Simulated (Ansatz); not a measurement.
HgS (model structure, started from the NiAs type, P6₃/mmc, No. 194, 4 atoms in the cell): lattice constant a by level of theory

No measured value is used here.

```
level (code)         value (Å)
-------------------  ---------
PBE (Ansatz)             3.911
PBEsol (Ansatz)              …
PBE-D3(BJ) (Ansatz)      3.842
```

Q: What belongs in the gaps?

A: 
- PBEsol (Ansatz, an electronic-structure program), value (Å): 3.824

Density-functional levels without +SOC have no spin–orbit coupling. Ansatz's density-functional and Hartree–Fock values are scalar-relativistic unless marked +SOC, with PAW data made under PBE.

A model structure was made by putting elements into a prototype or built by hand; it is no filed structure, need not be a known phase, and can be a saddle point held by its symmetry.
